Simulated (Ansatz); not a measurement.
Take Sc in the hcp (Mg type) structure (space group P6_3/mmc, No. 194; a = 3.275 Å, c = 5.105 Å; relaxed with 0.1 eV smearing) as the base. Axes: x lies along a and z along c of the hexagonal cell.

Perturbation: the symmetric strain tensor [0.0053 -0.0013 -0.0016; -0.0013 -0.0183 0.0062; -0.0016 0.0062 0.0030]; the atoms relax in the strained cell.

Levels (all Ansatz, a first-principles code, PAW): PBEsol (420 eV, scalar-relativistic without spin-orbit coupling); r2SCAN (500 eV, no SOC).

The geometry is relaxed with PBEsol.

```
Property          Result
---------------  -------
PBEsol pressure  0.6 GPa
```

Q: How does going to r2SCAN change the pressure?

A: The pressure grows by 3.2 GPa (0.6 GPa → 3.8 GPa).

Single points use the geometry relaxed with PBEsol. Their cutoffs differ, which shifts pressures a little. Stability against distortions was not tested. All final runs are without spin polarisation.
